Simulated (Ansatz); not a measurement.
Defect: P vacancy in zinc-blende AlP, charge state +1. Level of theory: PBE, PAW (plane waves to 420 eV; Ansatz, an electronic-structure program).

Cell of 64 host sites held at the relaxed PBE lattice; a 2×2×2 k-point mesh shifted by half a step; Fermi-Dirac width 0.01 eV, spin-restricted; finite-size errors left in. Static, classical nuclei. The charge state is imposed; whether it is stable for some Fermi level was not computed. Forms of the defect that were not tried may lie lower.

Barriers: single points on a 3×3×3 k-point mesh shifted by half a step at the bands' geometries.

Relaxed starting cell (atoms counted from 1):

```
CELL_PARAMETERS angstrom
     11.01654     0.00000     0.00000
      0.00000    11.01654     0.00000
      0.00000     0.00000    11.01654
ATOMIC_POSITIONS crystal
  Al 0.00000 0.00050 0.00025
  Al 0.99948 0.99971 0.50102
  Al 0.99921 0.49974 0.00103
  Al 0.00000 0.50093 0.50075
  Al 0.49875 0.99983 0.00130
  Al 0.50006 0.00035 0.50067
  Al 0.49974 0.50053 0.00023
  Al 0.49871 0.49932 0.50096
  P  0.12470 0.12529 0.87553
  P  0.12474 0.62522 0.37553
  P  0.12492 0.62526 0.87557
  P  0.62446 0.12524 0.37556
  P  0.62447 0.12532 0.87558
  P  0.62441 0.62508 0.37549
  P  0.62475 0.62525 0.87546
  Al 0.00103 0.24979 0.25159
  Al 0.00020 0.25034 0.75100
  Al 0.00012 0.74977 0.25059
  Al 0.99914 0.75077 0.75030
  Al 0.50030 0.25034 0.25049
  Al 0.49880 0.25067 0.74957
  Al 0.49893 0.75120 0.25016
  Al 0.49987 0.75009 0.75071
  P  0.12580 0.37347 0.12723
  P  0.12414 0.37267 0.62279
  P  0.12412 0.87800 0.12822
  P  0.12588 0.87680 0.62388
  P  0.62470 0.37527 0.12559
  P  0.62472 0.37504 0.62519
  P  0.62475 0.87558 0.12570
  P  0.62471 0.87543 0.62543
  Al 0.24752 0.00341 0.25346
  Al 0.24970 0.00064 0.75104
  Al 0.24970 0.50090 0.25055
  Al 0.25009 0.49927 0.74948
  Al 0.74900 0.00065 0.25063
  Al 0.75025 0.99978 0.75014
  Al 0.75038 0.49972 0.24997
  Al 0.74948 0.50026 0.75067
  P  0.37255 0.12625 0.12776
  P  0.37218 0.12462 0.62304
  P  0.37458 0.62544 0.12571
  P  0.37452 0.62529 0.62533
  P  0.87693 0.12457 0.12778
  P  0.87652 0.12638 0.62372
  P  0.87497 0.62546 0.12569
  P  0.87482 0.62527 0.62542
  Al 0.24977 0.25012 0.99988
  Al 0.24702 0.24732 0.49687
  Al 0.25009 0.75139 0.00144
  Al 0.24979 0.74957 0.50014
  Al 0.75044 0.25075 0.00114
  Al 0.74891 0.25004 0.50019
  Al 0.74949 0.75021 0.00034
  Al 0.75004 0.75068 0.50097
  P  0.37244 0.37304 0.37452
  P  0.37454 0.37511 0.87541
  P  0.37249 0.87765 0.37642
  P  0.37447 0.87550 0.87537
  P  0.87684 0.37334 0.37660
  P  0.87496 0.37509 0.87534
  P  0.87643 0.87702 0.37444
  P  0.87496 0.87559 0.87582
```
Cell charge +1.

End state 1 differs by these moves (Å; atoms that move under 0.08 Å are left out):

```
atom  element    Δx     Δy     Δz
----  -------  ----  -----  -----
25          P  0.00  -2.69  -2.69
49         Al  0.00   0.07   0.07
```

### Question
What forward and backward barriers to end state 1 does PBE, PAW give?

### Answer
forward 2.49 eV, backward 2.49 eV; at the saddle point atom 25 has neighbours Al at 2.27, 2 Al at 2.45 Å. The saddle point's order was not checked, and it lies on a symmetry element of the cell, where a band can be held.
